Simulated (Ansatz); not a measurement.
## Carrier properties of MgSe under load (space group I4/mmm)

```xyz
2
Lattice="0.0000 2.7236 2.7932 2.7236 0.0000 2.7932 2.7236 2.7236 0.0000" Properties=species:S:1:pos:R:3 pbc="T T T"
Mg     0.0000     0.0000     0.0000
Se     2.7236     2.7236     2.7932
```

The numbers are results of r2SCAN with spin-orbit coupling, rigid bands (plane waves, PAW; Ansatz, a program for electronic structure), not measurements. Condition of this run: uniaxial stress zz = -2 GPa (compression positive) (the target of the relaxation). How the cell was made: cell and atoms relaxed with r2SCAN, then loaded as said.

```json
{
 "band_gap": "2.24 eV",
 "electron conductivity mass (300 K, dilute)": "0.34 (x), 0.34 (y), 0.27 (z) mₑ",
 "hole conductivity mass (300 K, dilute)": "1.03 (x), 1.03 (y), 0.65 (z) mₑ",
 "effective density of states N_c (300 K)": "9.5e18 cm⁻³",
 "effective density of states N_v (300 K)": "1.7e19 cm⁻³",
 "density_of_states_mass_electrons": "0.52 mₑ",
 "density_of_states_mass_holes": "0.79 mₑ",
 "Seebeck coefficient, n-type 1e19 cm⁻³, 300 K": "-216 μV/K",
 "best n-type power factor at 300 K for τ = 10 fs (best axis; densities from 1e16 to 1e21 cm⁻³ tried, whether or not they can be reached)": "5.7 μW/(cm·K²) at 3e19 cm⁻³",
 "Seebeck coefficient, p-type 1e19 cm⁻³, 300 K": "310 μV/K"
}
```

Rigid bands; masses and Seebeck coefficients take one relaxation time τ for all states and one kind of carrier; polarons and phonon drag are left out.
